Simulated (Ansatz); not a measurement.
The parent structure is BN in the zinc blende structure (space group F-43m, No. 216).

```yaml
crystal:
  lattice:
    - [0.00000, 1.80486, 1.80486]
    - [1.80486, 0.00000, 1.80486]
    - [1.80486, 1.80486, 0.00000]
  atoms:
    - { symbol: B, position: [0.00000, 0.00000, 0.00000] }
    - { symbol: N, position: [0.25000, 0.25000, 0.25000] }
```

Method: r2SCAN (Ansatz, a first-principles code), scalar-relativistic without spin-orbit coupling.

For the base:

The electron mass is 0.87 mₑ along k, 0.29 mₑ across (at X). The pressure comes out as 0.00 GPa. The band gap comes out as 5.00 eV.

Now apply this change: every lattice vector is stretched by 3.00 %, atoms relaxed at fixed cell.

Q: Estimate the effect on the electron mass, pressure and band gap.

A: The electron mass changes from 0.87 mₑ along k, 0.29 mₑ across (at X) to 0.97 mₑ along k, 0.30 mₑ across (at X); the pressure goes from zero to -29.52 GPa; the band gap drops by 0.12 eV (5.00 eV → 4.88 eV).

The cells carry an imposed strain or load. Masses are band curvatures over ±0.01 Å⁻¹ around the edge. Along k means along the line from Γ to the band edge. No phonon test of stability was made.
